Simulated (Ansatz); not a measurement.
# What uniaxial stress, 1 GPa compression along x does to GaN

Consider GaN in the wurtzite structure (space group P6_3mc, No. 186; a = 3.183 Å, c = 5.184 Å). Axes: x lies along a and z along c of the hexagonal cell.

It is then changed as follows: uniaxial stress, 1 GPa compression along x, with the cell and atoms free to relax against it.

Method: DFT with r2SCAN, PAW potentials and a 500 eV plane-wave cutoff in Ansatz (a quantum-chemistry and plane-wave program), no SOC. Γ-centred 12×12×7 mesh, Fermi–Dirac width 0.05 eV.

| quantity | base | changed | shift |
|---|---|---|---|
| volume per atom | 11.37 Å³ | 11.35 Å³ | -0.02 Å³ |
| space group | P6_3mc (No. 186) | Cmc2_1 (No. 36) | – |
| shortest interatomic distance | 1.946 Å | 1.944 Å | -0.002 Å |
| energy relative to the base (free energy F) | 0 meV/atom | +0.1 meV/atom | +0.1 meV/atom |
| band gap | 2.35 eV | 2.34 eV | -0.01 eV |
| gap character | direct at Γ | direct at Γ | – |
| electron mass | 0.17 mₑ along c, 0.19 mₑ across (at Γ) | 0.17 mₑ along z, 0.19 mₑ across (at Γ) | – |
| hole mass | – | 0.18 mₑ along x, 2.2 mₑ along y, 2.0 mₑ along z (at Γ) | – |
| valence-band top at Γ (three highest levels, from the VBM) | 0.00, 0.00, -0.04 eV | 0.00, -0.03, -0.06 eV | – |
| strain response (xx, yy, zz) | – | (−0.33, +0.10, +0.05) % | – |

Final structure:

```yaml
crystal:
  lattice:
    - [3.17275, 0.00000, 0.00000]
    - [-1.58638, 2.75955, 0.00000]
    - [0.00000, 0.00000, 5.18632]
  atoms:
    - { symbol: Ga, position: [0.66654, 0.33307, 0.00085] }
    - { symbol: Ga, position: [0.33346, 0.66693, 0.50085] }
    - { symbol: N, position: [0.66626, 0.33251, 0.62435] }
    - { symbol: N, position: [0.33374, 0.66749, 0.12435] }
```

Masses are band curvatures over ±0.01 Å⁻¹ around the edge. Beyond what the load breaks, stability against distortions was not tested. k-point labels follow each cell's own Brillouin zone.
